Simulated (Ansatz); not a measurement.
Band structure of ZrS₂ (P-3m1, 3 atoms in the cell).

```yaml
crystal:
  lattice:
    - [3.76484, 0.00000, 0.00000]
    - [-1.88242, 3.26045, 0.00000]
    - [0.00000, 0.00000, 6.16130]
  atoms:
    - { symbol: Zr, position: [0.00000, 0.00000, 0.00000] }
    - { symbol: S, position: [0.66667, 0.33333, 0.76209] }
    - { symbol: S, position: [0.33333, 0.66667, 0.23791] }
```

Computed with PBE, PAW files (plane waves; Ansatz, an electronic-structure program).

Settings: kpoints.mp_grid.grid = 8 8 5; hamiltonian.xc = pbe; hamiltonian.pseudopotentials = {kind: paw} (the program's default PAW files); scf.occupations.method = fixed; kpoints.band_path.npoints = 8.

The starting cell comes from a database of computed structures (which also holds hypothetical and non-ambient phases and stackings), without a prior relaxation at this level. Its lattice was rescaled by a random factor within 2.5 % of one.

### Question
Predict the gap along the standard path and the places of the band edges.

### Answer
The gap along the path is 1.06 eV, from a point between Γ and M to L; the smallest direct gap on it is 1.59 eV.

Levels in eV from the top of the valence band on the path, bands 9 to 15:
| point | 9 | 10 | 11 | 12 | 13 | 14 | 15 |
|---|---|---|---|---|---|---|---|
| Γ | -2.58 | -0.10 | -0.10 | -0.03 | 1.56 | 1.56 | 2.33 |
| M | -2.29 | -2.17 | -1.53 | -1.12 | 1.19 | 3.05 | 3.27 |
| K | -3.04 | -1.85 | -1.85 | -1.37 | 2.13 | 3.00 | 3.00 |
| A | -2.56 | -1.41 | -0.19 | -0.19 | 1.54 | 1.54 | 2.57 |
| L | -2.39 | -2.05 | -0.95 | -0.77 | 1.06 | 3.04 | 3.27 |
| H | -2.89 | -1.74 | -1.64 | -1.64 | 2.21 | 2.80 | 2.80 |

Keys are those of Ansatz 0.2.
